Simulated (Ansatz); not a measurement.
Start from Be in the hcp (Mg type) structure (space group P6_3/mmc, No. 194; a = 2.2637 Å, c = 3.5639 Å).

Calculations: r2SCAN, PAW, 500 eV (Ansatz, a program for electronic structure; no SOC).

Before the change:

| Property | Result |
|---|---|
| c/a ratio | 1.574 |
| Lattice parameter a | 2.264 Å |

One thing is altered: every Be is replaced by Li; the structure is relaxed again.

Tabulated Pauling electronegativity and covalent radius: Be 1.57, 0.96 Å; Li 0.98, 1.28 Å.

Q: Predict the new c/a ratio.

A: The c/a ratio rises by 0.0562, from 1.574 to 1.631.

Q: What does the calculation give for the lattice parameter a after the change?

A: The lattice parameter a increases by 0.8347 Å to 3.098 Å.

Whether these cells are dynamically stable was not tested. This is not the structure that Li has at room temperature and ambient pressure.
